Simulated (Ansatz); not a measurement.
**Response to strain in C**

Base system: C in the diamond structure (space group Fd-3m, No. 227; a = 3.5603 Å). Axes: x, y, z lie along the cube axes.

Strains are applied to the cell and any free atomic positions relax; under biaxial strain the out-of-plane vector relaxes too; under stress the whole cell relaxes.

The values are results of r2SCAN, PAW, 500 eV (Ansatz, a quantum-chemistry and plane-wave program; no spin-orbit coupling), earlier PAW set, not measurements.

Notes on the quantities. pressure: mean of the normal stresses, compression positive; energy relative to the base: free energy F.

| case | pressure | shortest interatomic distance | band gap | energy relative to the base | space group |
|---|---|---|---|---|---|
| base | 0.00 GPa | 1.542 Å | 4.36 eV | 0 meV/atom | Fd-3m (No. 227) |
| biaxial strain −3.51 %, plane normal [001], relaxed out of plane | [?] | [?] | [?] | [?] | I4_1/amd (No. 141) |
| biaxial strain +0.21 %, plane normal [110], relaxed out of plane | -1.76 GPa | 1.543 Å | 4.33 eV | +0.2 meV/atom | Imma (No. 74) |
| uniaxial strain ε_xx = +0.79 % | -3.48 GPa | 1.546 Å | 4.24 eV | +1.2 meV/atom | I4_1/amd (No. 141) |
| uniaxial strain ε_xx = +3.77 % | -15.48 GPa | 1.561 Å | 3.79 eV | +27 meV/atom | I4_1/amd (No. 141) |
| uniaxial strain ε_zz = −4.26 % | 21.26 GPa | 1.520 Å | 3.27 eV | +37 meV/atom | I4_1/amd (No. 141) |
| tensor shear ε_xy = +0.83 % | 0.14 GPa | 1.534 Å | 4.31 eV | +2.8 meV/atom | Imma (No. 74) |
| tensor shear ε_yz = +3.39 % | 2.34 GPa | 1.509 Å | 3.59 eV | +48 meV/atom | Imma (No. 74) |
| tensor shear ε_xy = +0.96 % | 0.19 GPa | 1.532 Å | 4.30 eV | +3.8 meV/atom | Imma (No. 74) |
| uniaxial stress, 3 GPa tension along x | – | 1.543 Å | 4.32 eV | +0.1 meV/atom | I4_1/amd (No. 141) |

**Question.** What belongs in the blanks?

**Answer.** 
- biaxial strain −3.51 %, plane normal [001], relaxed out of plane, pressure: 32.23 GPa
- biaxial strain −3.51 %, plane normal [001], relaxed out of plane, shortest interatomic distance: 1.510 Å
- biaxial strain −3.51 %, plane normal [001], relaxed out of plane, band gap: 3.90 eV
- biaxial strain −3.51 %, plane normal [001], relaxed out of plane, energy relative to the base: +56 meV/atom

A biaxial case was relaxed in a doubled cell and then solved in the primitive one. Stability under load was not tested beyond the relaxation.
